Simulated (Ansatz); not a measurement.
The parent structure is W in the bcc (W type) structure (space group Im-3m, No. 229; a = 3.169 Å; relaxed with 0.1 eV smearing). Axes: x, y, z lie along the cube axes.

Method: r2SCAN, PAW, 500 eV (Ansatz, a first-principles code; no spin-orbit coupling), earlier PAW set.

The change: compressive biaxial strain of 2.72 % in the plane normal to [111], as in epitaxy on a mismatched substrate; the out-of-plane cell vector and the atoms relax.

### Question
What happens to the out-of-plane strain?

### Answer
The out-of-plane strain is +2.61 %.

### Question
How does this affect the energy relative to the base?

### Answer
The energy grows by 42 meV/atom.

### Question
How does this affect the in-plane stress?

### Answer
The mean in-plane stress (compression positive) comes out as +16.0 GPa.

No phonon test of stability was made. All final runs are without spin polarisation.
